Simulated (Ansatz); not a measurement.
Base system: Cd in the hcp (Mg type) structure (space group P6_3/mmc, No. 194; a = 3.016 Å, c = 5.822 Å).

The values are results of PBE (Ansatz, an electronic-structure program, PAW, without spin-orbit coupling), earlier PAW set, not measurements.

Before the change:

| Item | Result |
|---|---|
| Density | 8.14 g/cm³ |
| c/a ratio | 1.930 |

Perturbation: a hydrostatic pressure of 3 GPa.

Problem. What happens to the density?

Solution. The density grows by 0.57 g/cm³, from 8.14 g/cm³ to 8.71 g/cm³.

Problem. Estimate the effect on the c/a ratio.

Solution. The c/a ratio falls by 0.105 to 1.825.

Load acts through the strain it causes; cell and atoms are relaxed under it. No phonon test of stability was made.
